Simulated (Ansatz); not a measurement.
The starting structures come from a database of crystals and need not be the phases stable at ambient conditions.

The decay constant κ of evanescent states in the gap governs leakage through a thin film.

Input:

```xyz
10
Lattice="5.6084 0.0000 0.0000 0.0000 6.7904 -0.0427 0.0000 -2.3244 5.1580" Properties=species:S:1:pos:R:3 pbc="T T T"
Bi     1.4021     1.0164     0.4580
Bi     4.2063     3.4497     4.6573
Pb     1.4021     4.4028     1.9840
Pb     4.2063     0.0633     3.1312
Cl     1.4021     1.6023     3.8248
Cl     4.2063     2.8638     1.2905
O      2.8042    -0.5535     1.2282
O      2.8042    -1.7709     3.9298
O      0.0000    -1.7709     3.9298
O      0.0000    -0.5535     1.2282
```

Space group of this cell: Cmcm. The cell was relaxed by PBE-D3(BJ); by r2SCAN its mean pressure is -0.8 GPa.

Transport runs along the normal of the first two printed cell vectors.

No gap correction and no spin-orbit coupling; mid-gap values are interpolated between computed energies.

### Question
Predict the band gap and the smallest decay constant κ at mid-gap from Ansatz (a quantum-chemistry and plane-wave program) with r2SCAN.

### Answer
Gap 2.44 eV on a 6×6×6 mesh; κ = 0.252 1/Å, at the zone centre.
